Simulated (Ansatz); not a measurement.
The starting structures come from a database of crystals and need not be the phases stable at ambient conditions.

By PBEsol, the system below comes out a metal.

The ballistic (Sharvin) conductance counts the channels at the Fermi level: G/A = (e²/h) × channels of both spins per area.

Data:

```xyz
16
Lattice="4.8460 0.0000 0.0000 0.0000 6.8621 0.0000 0.0000 0.0000 6.0042" Properties=species:S:1:pos:R:3 pbc="T T T"
Ni     0.0712     6.1617     1.8463
Ni     4.7748     0.7004     4.1579
Ni     2.3518     0.7004     4.8484
Ni     2.4942     6.1617     1.1558
Ni     2.4942     4.1315     4.1579
Ni     2.3518     2.7306     1.8463
Ni     4.7748     2.7306     1.1558
Ni     0.0712     4.1315     4.8484
P      0.8389     4.1971     2.6673
P      4.0071     2.6650     3.3370
P      1.5841     2.6650     5.6694
P      3.2619     4.1971     0.3349
P      3.2619     6.0961     3.3370
P      1.5841     0.7660     2.6673
P      4.0071     0.7660     0.3349
P      0.8389     6.0961     5.6694
```

Space group of this cell: Pbca. The cell is taken as given; by PBEsol its mean pressure is -2.4 GPa.

The current flows along the normal of the first two printed cell vectors. No spin-orbit coupling; the value is a mean over 0.1 eV about the Fermi level.

Predict the ballistic conductance per area from PBEsol (Ansatz, a first-principles code).

0.28 × 10¹⁵ S/m² for both spins.
